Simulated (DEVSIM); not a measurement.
# Schottky contact on p-type GaSb

System: Schottky contact on p-type GaSb, at 300 K.

```csv
layer (left to right),material,thickness (μm),Na (cm⁻³),τn (s),τp (s)
1,GaSb,7.50,9.4e15,4.2e-10,4.2e-10
```

Left contact: Schottky, work function 4.476 eV, emission velocity 8e6 cm/s. Right contact: ohmic. Voltage is applied to the left contact. Recombination: SRH at mid-gap. Mobility is μmin + (μ − μmin)/(1 + (N/Nref)^α).

Constants are typed, rounded textbook-type inputs, not results; the design itself was drawn at random and stands for no fabricated device. Values at 300 K.

```
parameter        GaSb
-------------  ------
gap (eV)        0.726
affinity (eV)    4.06
permittivity     15.7
Nc (cm⁻³)      2.1e17
Nv (cm⁻³)      1.8e19
μn (cm²/Vs)      5000
μp (cm²/Vs)       850
μn,min           1000
μp,min            190
Nref,n         2.8e17
Nref,p           9e17
αn               1.05
αp               0.65
```

Simulated with DEVSIM: 1D drift-diffusion, Boltzmann statistics, complete ionisation; no tunnelling, impact ionisation, image-force lowering or self-heating. Metal contacts follow the ideal Schottky-Mott rule: no Fermi-level pinning, no interface dipoles.

```
Item                                                Value
---------------------------------------------  ----------
Potential step across the device at zero bias     0.115 V
Largest field in the device at zero bias       14000 V/cm
Dark forward voltage at 100 A/cm²                 0.086 V
```

Dark reverse current:

```json
[
 {"V (V)": "0.10", "J (A/cm²)": "77"},
 {"V (V)": "0.25", "J (A/cm²)": "100"},
 {"V (V)": "0.50", "J (A/cm²)": "110"},
 {"V (V)": "0.75", "J (A/cm²)": "110"},
 {"V (V)": "1.00", "J (A/cm²)": "120"},
 {"V (V)": "1.50", "J (A/cm²)": "120"},
 {"V (V)": "2.00", "J (A/cm²)": "120"},
 {"V (V)": "2.50", "J (A/cm²)": "130"},
 {"V (V)": "3.25", "J (A/cm²)": "130"},
 {"V (V)": "4.00", "J (A/cm²)": "130"},
 {"V (V)": "5.00", "J (A/cm²)": "130"}
]
```

Dark forward current:

```csv
V (V),J (A/cm²)
-0.05,-58
-0.10,-120
-0.15,-190
-0.20,-260
-0.25,-340
-0.30,-410
-0.35,-490
-0.40,-560
-0.45,-640
-0.50,-720
-0.55,-790
-0.60,-870
-0.65,-950
-0.70,-1000
-0.75,-1100
-0.80,-1200
-0.85,-1300
-0.90,-1300
-0.95,-1400
-1.00,-1500
-1.05,-1600
-1.10,-1700
-1.15,-1700
-1.20,-1800
-1.25,-1900
-1.30,-2000
-1.35,-2100
```
